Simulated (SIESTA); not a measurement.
**Variants of one calculation on Ti2Fe2H3 (P1, 7 atoms in the cell)**

```yaml
crystal:
  lattice:
    - [4.46743, 0.00000, 0.00000]
    - [0.00000, 2.75172, 0.00000]
    - [-0.17045, 0.00000, 4.80448]
  atoms:
    - { symbol: Ti, position: [0.29006, 0.50327, 0.68989] }
    - { symbol: Ti, position: [0.80582, 0.50371, 0.30524] }
    - { symbol: Fe, position: [0.78292, 0.00116, 0.82759] }
    - { symbol: Fe, position: [0.29618, 0.98667, 0.17634] }
    - { symbol: H, position: [0.47240, 0.51365, 0.05523] }
    - { symbol: H, position: [0.97029, 0.49304, 0.94128] }
    - { symbol: H, position: [0.54634, 0.99852, 0.50441] }
```

Base run A: GGA PBEsol, numerical atomic orbitals DZP, PseudoDojo PBEsol standard norm-conserving potentials (rewritten from UPF to PSML) run with SIESTA 5.4.2, self-consistent single point.

Its settings: XC.functional = GGA; XC.authors = PBEsol; potentials = PseudoDojo PBEsol standard; PAO.BasisSize = DZP; PAO.EnergyShift = 0.005 Ry; MeshCutoff = 300 Ry; kgrid.MonkhorstPack = 5 8 5; OccupationFunction = MP; OccupationMPOrder = 1; ElectronicTemperature = 580.23 K; MaxSCFIterations = 150; SCF.Mixer.Method = Pulay; SCF.Mixer.Weight = 0.2; SCF.Mixer.History = 6; SCF.DM.Tolerance = 1.0E-04.

The starting cell comes from a database of computed structures (which also holds hypothetical and non-ambient phases and stackings), without a prior relaxation at this level. Its atoms were displaced at random from the sites of space group no. 6. Spin polarisation is off. Values carry the incompleteness of an atom-centred basis. In the base run, with a pressure of about -10 GPa the cell is away from its equilibrium volume at this level.

ΔF is the free energy per atom less that of run A. A dash stands where there is no value to compare (another energy zero or no entropy term, no result, no spin, no clean gap, or a mesh too coarse for one). Absolute energies have different zeros for different potentials, functionals, Hubbard and dispersion terms and are not compared across them.

Run A gave: pressure (GPa) -9.55; largest force (eV/Å) 0.527; k-points 103; valence electrons 59.

Runs:
- B: lattice scaled by 0.985
- C: ElectronicTemperature: 580.23 K → 9283.61 K
- D: MeshCutoff: 300 Ry → 270 Ry
- E: kgrid.MonkhorstPack: 5 8 5 → 6 10 6; ElectronicTemperature: 580.23 K → 1160.45 K
- F: OccupationMPOrder: 1 → 0; ElectronicTemperature: 580.23 K → 3481.36 K
- G: 1 x 1 x 2 supercell, mesh divided and rounded up; kgrid.MonkhorstPack: 5 8 5 → 5 8 3
- H: kgrid.MonkhorstPack: 5 8 5 → 3 4 2
- I: PAO.EnergyShift: 0.005 Ry → 0.002 Ry
- J: MaxSCFIterations: 150 → 300; SCF.Mixer.History: 6 → 5
- K: SCF.DM.Tolerance: 1.0E-04 → 1.0E-03
- L: PAO.BasisSize: DZP → SZP

### Question
What does run I change against A?

### Answer
The free energy goes down by 120 meV/atom, the pressure goes from -9.55 to -7.17 GPa and the largest force hardly changes (0.527 to 0.528 eV/Å).

### Question
What does run E change against A?

### Answer
The free energy is nearly the same (within 1 meV/atom), the pressure moves little (-9.55 to -9.54 GPa) and the largest force goes from 0.527 to 0.511 eV/Å.

```
run  ΔF (meV/atom)  pressure (GPa)  largest force (eV/Å)  k-points  valence electrons
---  -------------  --------------  --------------------  --------  -----------------
A             0.00           -9.55                 0.527       103                 59
B            -12.4           -0.74                 0.646       103                 59
C              2.5           -9.96                 0.482       103                 59
D            -0.13           -9.51                 0.530       103                 59
E             0.85           -9.54                 0.511       204                 59
F            -17.7           -9.18                 0.492       103                 59
G             0.22           -9.53                 0.521        62                118
H             -2.6          -10.08                 0.679        15                 59
I           -120.5           -7.17                 0.528       103                 59
J             0.00           -9.54                 0.527       103                 59
K             0.00           -9.55                 0.527       103                 59
L                –           -5.27                 0.544       103                 59
```
